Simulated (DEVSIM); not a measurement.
**abrupt Si p-n junction**

Structure: abrupt Si p-n junction, at 300 K.

| layer (left to right) | material | thickness (μm) | Nd (cm⁻³) | Na (cm⁻³) | τn (s) | τp (s) |
|---|---|---|---|---|---|---|
| 1 | Si | 3.40 | - | 3e17 | 9.7e-5 | 9.7e-5 |
| 2 | Si | 24.0 | 1.9e14 | - | 9.7e-5 | 9.7e-5 |

Left contact: ohmic. Right contact: ohmic. Voltage is applied to the left contact. Recombination: SRH at mid-gap, Auger. Mobility is μmin + (μ − μmin)/(1 + (N/Nref)^α).

This is a model device: material constants are rounded textbook-type values typed into the input, and sizes, dopings and lifetimes were drawn at random. Values at 300 K.

```
parameter           Si
-------------  -------
gap (eV)         1.124
affinity (eV)     4.05
permittivity      11.7
Nc (cm⁻³)      2.86e19
Nv (cm⁻³)       3.1e19
μn (cm²/Vs)       1417
μp (cm²/Vs)        470
μn,min              52
μp,min              45
Nref,n          9.7e16
Nref,p          2.2e17
αn                0.68
αp                0.72
Cn (cm⁶/s)     2.8e-31
Cp (cm⁶/s)     9.9e-32
```

Simulated with DEVSIM: 1D drift-diffusion, Boltzmann statistics, complete ionisation; no tunnelling, impact ionisation, image-force lowering or self-heating.

```
Quantity                                            Value
---------------------------------------------  ----------
Potential step across the device at zero bias     0.696 V
Largest field in the device at zero bias       30000 V/cm
Dark forward voltage at 1 A/cm²                   0.584 V
Dark forward voltage at 100 A/cm²                 0.829 V
```

Dark forward current:

(V (V), J (A/cm²)): (0.05, 3.6e-9); (0.15, 1.8e-7); (0.20, 1.2e-6); (0.30, 5.8e-5); (0.40, 0.0027); (0.45, 0.018); (0.55, 0.43); (0.60, 1.5); (0.70, 13); (0.80, 70); (0.85, 130); (0.95, 290); (1.05, 430); (1.10, 490); (1.20, 580); (1.25, 620); (1.35, 690); (1.45, 760); (1.50, 780); (1.60, 840)
